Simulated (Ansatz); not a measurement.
# Response to strain in NbB2

Take NbB$_{2}$ (space group P6/mmm, No. 191; a = 3.096 Å, c = 3.289 Å; relaxed with 0.1 eV smearing) as the base. Axes: x lies along a and z along c of the hexagonal cell.

Strains are applied to the cell and any free atomic positions relax; under biaxial strain the out-of-plane vector relaxes too; under stress the whole cell relaxes.

Calculations: plane-wave PAW DFT at the PBEsol level (Ansatz, a first-principles code, 420 eV), no spin-orbit coupling.

Notes on the quantities. pressure: mean of the normal stresses, compression positive.

```tsv
variant	shortest interatomic distance	pressure
base	3.378 bohr	0.0 GPa
biaxial strain −1.05 %, plane normal [001], relaxed out of plane	3.342 bohr	4.1 GPa
isotropic strain −1.12 %	3.340 bohr	10.9 GPa
isotropic strain +0.67 %	3.400 bohr	-5.8 GPa
uniaxial strain ε_yy = −4.40 %	(withheld)	(withheld)
uniaxial stress, 8 GPa tension along x	3.371 bohr	–
```

Problem. Some entries are withheld; estimate them.

Solution. 
- uniaxial strain ε_yy = −4.40 %, shortest interatomic distance: 3.237 bohr
- uniaxial strain ε_yy = −4.40 %, pressure: 15.7 GPa

Stability under load was not tested beyond the relaxation. The final runs are not spin-polarised. An odd electron count without spin: NbB2.
